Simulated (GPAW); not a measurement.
GPAW run on CuGaSe2 (I-42d, 8 atoms in the cell): self-consistent single point.

Method: PBE, GPAW PAW datasets PBE (gpaw-data 1.0.1) (plane waves; GPAW).

```
CuGaSe2
1.0
   -2.77695     2.77695     5.45490
    2.77695    -2.77695     5.45490
    2.77695     2.77695    -5.45490
Ga Cu Se
2 2 4
Direct
  0.50000   0.50000   0.00000
  0.25000   0.75000   0.50000
  0.00000   0.00000   0.00000
  0.75000   0.25000   0.50000
  0.87500   0.87500   0.50000
  0.12500   0.62500   0.00000
  0.37500   0.37500   0.50000
  0.62500   0.12500   0.00000
```

Reference input (self-consistent single point, DFT PBE, plane waves, GPAW PAW datasets PBE (gpaw-data 1.0.1)): mode = pw; ecut = 800 eV; xc = PBE; kpts = 3 3 3; mesh shift (steps) = 0 0 0; occupations.name = methfessel-paxton; occupations.width = 0.05 eV; occupations.order = 0; nbands = -8; convergence.density = 1e-05 e/electron; convergence.bands = -6; symmetry.symmorphic = false. This run's input differs from it in these lines:

```diff
@@ -18,3 +18,3 @@
 
-calc = GPAW(mode={'name': 'pw', 'ecut': 800},
+calc = GPAW(mode={'name': 'pw', 'ecut': 320},
             xc='PBE',
```

Output, abridged:

```
     iter     time        total  log10-change:
                         energy   eigst   dens
iter:   1 --:--:--   -31.360880   +0.35
iter:   2 --:--:--   -30.845861   -1.42  -1.17
iter:   3 --:--:--   -30.180968   -1.01  -1.19
iter:   4 --:--:--   -30.160267   -1.86  -1.30
iter:   5 --:--:--   -30.058107   -1.69  -1.43
   [... 3 lines left out ...]
iter:   9 --:--:--   -30.067793   -2.05  -2.44
iter:  10 --:--:--   -30.085763   -3.05  -2.38
iter:  11 --:--:--   -30.025524   -2.13  -2.30
iter:  12 --:--:--   -30.023330   -4.22  -3.01
iter:  13 --:--:--   -30.023117c  -4.83  -3.19
iter:  14 --:--:--   -30.023270c  -4.56  -3.26
iter:  15 --:--:--   -30.023370c  -4.15  -3.35
iter:  16 --:--:--   -30.023128c  -4.98  -3.36
iter:  17 --:--:--   -30.023192c  -4.76  -3.55
iter:  18 --:--:--   -30.023135c  -4.91  -3.63
iter:  19 --:--:--   -30.023127c  -5.56  -3.80
iter:  20 --:--:--   -30.023130c  -5.63  -3.97
iter:  21 --:--:--   -30.023118c  -6.19  -4.17
iter:  22 --:--:--   -30.023118c  -7.26  -4.86
iter:  23 --:--:--   -30.023118c  -8.43c -4.92
iter:  24 --:--:--   -30.023118c  -8.13c -4.99
iter:  25 --:--:--   -30.023118c  -8.99c -5.18c
Converged after 25 iterations.

Dipole moment: (0.547406, -0.547406, 0.000000) |e|*Ang

Energy contributions relative to reference atoms: (reference = -460226.375262)

Kinetic:        +68.155443
Potential:      -62.853688
External:        +0.000000
XC:             -35.729687
Entropy (-ST):   -0.000000
Local:           +0.404814
SIC:             +0.000000
--------------------------
Free energy:    -30.023118
Extrapolated:   -30.023118

Showing only first 2 kpts
 Kpt  Band  Eigenvalues  Occupancy
  0    24      5.65060    2.00000
  0    25      5.78031    2.00000
  0    26      6.17655    0.00000
  0    27      7.62455    0.00000

  1    24      5.04501    2.00000
  1    25      5.38106    2.00000
  1    26      7.65291    0.00000
  1    27      7.86722    0.00000

Fermi level: 5.97826

Gap: 0.396 eV
Transition (v -> c):
   [... lines left out ...]
  2 Cu    0.00000    0.00000    0.00000
  3 Cu    0.00000    0.00000    0.00000
  4 Se    0.50031    0.00000    0.00000
  5 Se    0.00000   -0.50031   -0.00000
  6 Se   -0.50031   -0.00000    0.00000
  7 Se    0.00000    0.50031    0.00000

Stress tensor:
    -0.036625     0.000000     0.000000
     0.000000    -0.036625    -0.000000
     0.000000    -0.000000    -0.036880
Stress (GPa, Voigt): [-5.868  -5.868  -5.9088 -0.      0.      0.    ]
```

The run converged in 25 iterations. GPAW prints stress with tension positive. Against the reference run the free energy goes up by 89.2 meV/atom, the pressure goes from 6.28 to 5.88 GPa, the largest force goes from 0.472 to 0.500 eV/Å and the gap on the mesh goes from 0.412 to 0.396 eV.

The starting cell has typed, rounded lattice constants, without a prior relaxation at this level. Its lattice was rescaled by a random factor within 2.5 % of one.
